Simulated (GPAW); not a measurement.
```xyz
4
Lattice="4.1344 0.0000 0.0000 -2.0672 3.5805 0.0000 0.0000 0.0000 5.6168" Properties=species:S:1:pos:R:3 pbc="T T T"
Sb     2.0209     1.1431    -0.0371
Bi     0.0161    -0.0434     2.8476
Pd    -0.0308     2.4442     4.2417
Pd     0.0609     2.4235     1.3731
```

Method: PBEsol, GPAW PAW datasets PBEsol (made by gpaw-setup) (plane waves; GPAW 25.7.0).

The set-up and first iterations of a GPAW log for BiSbPd2 (P1, 4 atoms in the cell):

```
Input parameters:
  convergence: {density: 1e-05}
  kpts: {gamma: True,
         size: (6, 6, 4)}
  maxiter: 150
  mode: {ecut: 600.0,
         name: pw}
  nbands: -12
  occupations: {fixmagmom: False,
                name: fermi-dirac,
                width: 0.1}
  symmetry: {symmorphic: False,
             tolerance: 0.0005}
  xc: PBEsol

species:
  Sb:
    name: Antimony
    Z: 51.0
    valence: 15
    core: 36
    charge: 0.0
    file: Sb.PBEsol.gz

    # Using partial waves for Sb as LCAO basis

  Bi:
    name: Bismuth
    Z: 83.0
    valence: 15
    core: 68
    charge: 0.0
    file: Bi.PBEsol.gz

    # Using partial waves for Bi as LCAO basis

  Pd:
    name: Palladium
    Z: 46.0
    valence: 16
    core: 30
    charge: 0.0
    file: Pd.PBEsol.gz

    # Using partial waves for Pd as LCAO basis

Reference energy: -1035219.880061  # eV

Spin-paired calculation

Convergence criteria:
   [... lines left out ...]
  Fine grid: 48*48*64 grid
  Total Charge: 0.000000

Density mixing:
  Method: separate
  Backend: pulay
  Linear mixing parameter: 0.05
  old densities: 5
  Damping of long wavelength oscillations: 50

Hamiltonian:
  XC and Coulomb potentials evaluated on a 48*48*64 grid
  External potential:
    NoExternalPotential

XC parameters: PBEsol with 2 nearest neighbor stencil

Number of atoms: 4
Number of atomic orbitals: 42
Number of bands in calculation: 43
Number of valence electrons: 62
Bands to converge: occupied

Density initialized from atomic densities
  42 bands from LCAO basis set
  1 band from random numbers

Atomic positions and initial magnetic moments

Positions:
   0 Sb     2.020903    1.143066   -0.037138    ( 0.0000,  0.0000,  0.0000)
   1 Bi     0.016138   -0.043363    2.847578    ( 0.0000,  0.0000,  0.0000)
   2 Pd    -0.030753    2.444227    4.241654    ( 0.0000,  0.0000,  0.0000)
   3 Pd     0.060891    2.423507    1.373092    ( 0.0000,  0.0000,  0.0000)

Unit cell:
           periodic     x           y           z      points  spacing
  1. axis:    yes    4.134362    0.000000    0.000000    24     0.1492
  2. axis:    yes   -2.067181    3.580462    0.000000    24     0.1492
  3. axis:    yes    0.000000    0.000000    5.616790    32     0.1755

  Lengths:   4.134362   4.134362   5.616790
  Angles:   90.000000  90.000000 120.000004

Effective grid spacing dv^(1/3) = 0.1652
     iter     time        total  log10-change:
                         energy   eigst   dens
iter:   1 --:--:--   -24.405649
iter:   2 --:--:--   -22.997326   -0.78  -1.28
iter:   3 --:--:--   -20.706410   -0.78  -1.35
iter:   4 --:--:--   -20.779443   -2.41  -1.67
iter:   5 --:--:--   -20.598495   -1.99  -1.67
iter:   6 --:--:--   -20.602812   -2.30  -2.39
iter:   7 --:--:--   -20.607295c  -3.29  -2.47
iter:   8 --:--:--   -20.579767c  -3.06  -2.42
iter:   9 --:--:--   -20.578353c  -3.38  -2.86
iter:  10 --:--:--   -20.578035c  -4.58  -3.16
iter:  11 --:--:--   -20.578007c  -5.27  -3.39
```

**Question.** Will this run converge, and how will it end?

**Answer.** The run converged in 25 iterations. Its thresholds were met; that alone does not show that basis and mesh suffice. It ends on: free energy E − TS (from the program's reference atoms) -20.6136 eV; Fermi level (on the code's own zero) 8.99 eV; pressure 2.66 GPa; largest force (vector length) 0.714 eV/Å. The log goes on:

```
   [... 4 lines left out ...]
iter:  16 --:--:--   -20.577805c  -6.55  -3.84
iter:  17 --:--:--   -20.577812c  -6.06  -3.91
iter:  18 --:--:--   -20.577810c  -7.20  -4.15
iter:  19 --:--:--   -20.577808c  -6.68  -4.22
iter:  20 --:--:--   -20.577810c  -7.65c -4.50
iter:  21 --:--:--   -20.577814c  -7.52c -4.62
iter:  22 --:--:--   -20.577814c  -7.98c -4.67
iter:  23 --:--:--   -20.577814c  -7.95c -4.77
iter:  24 --:--:--   -20.577813c  -8.65c -4.93
iter:  25 --:--:--   -20.577813c  -8.64c -5.07c
Converged after 25 iterations.

Dipole moment: (-0.617241, 1.243605, 1.563272) |e|*Ang

Energy contributions relative to reference atoms: (reference = -1035219.880061)

Kinetic:        +17.326586
Potential:      -23.027401
External:        +0.000000
XC:             -13.078707
Entropy (-ST):   -0.071502
Local:           -1.762539
SIC:             +0.000000
--------------------------
Free energy:    -20.613563
Extrapolated:   -20.577813

Showing only first 2 kpts
 Kpt  Band  Eigenvalues  Occupancy
  0    29      9.72540    0.00134
  0    30      9.93179    0.00017
  0    31     11.69716    0.00000
  0    32     11.93759    0.00000

  1    29     10.21236    0.00001
  1    30     10.36355    0.00000
  1    31     10.54262    0.00000
  1    32     11.93477    0.00000

Fermi level: 8.99469

No gap
No difference between direct/indirect transitions
Energy (eV): -20.577813

Forces in eV/Ang:
  0 Sb    0.27923    0.59246    0.28328
  1 Bi   -0.08894    0.55457   -0.38688
  2 Pd    0.06241   -0.69234    0.13537
  3 Pd   -0.25291   -0.45561   -0.03181

Stress tensor:
    -0.017873     0.004504    -0.004239
     0.004504    -0.015387    -0.000857
    -0.004239    -0.000857    -0.016606
Stress (GPa, Voigt): [-2.8635 -2.4653 -2.6605 -0.1373 -0.6792  0.7215]
```

For comparison: a first run was changed to give this one (atoms moved at random), and from it to this one the free energy goes up by 21.0 meV/atom, the pressure goes from 2.00 to 2.66 GPa and the largest force goes from 0.017 to 0.714 eV/Å.

The starting cell comes from a database of computed structures (which also holds hypothetical and non-ambient phases and stackings), without a prior relaxation at this level. Its lattice was rescaled by a random factor within 2.5 % of one. For this run, on top of that: atoms moved at random. Spin-orbit coupling is off. Spin polarisation is off.

The run was DFT PBEsol, plane waves, GPAW PAW datasets PBEsol (made by gpaw-setup). Main settings of its input:

mode: pw
ecut: 600 eV
xc: PBEsol
kpts: 6 6 4
mesh shift (steps): 0 0 0
occupations.name: fermi-dirac
occupations.width: 0.1 eV
nbands: -12
convergence.density: 1e-05 e/electron
symmetry.symmorphic: false
symmetry.tolerance: 0.0005
maxiter: 150
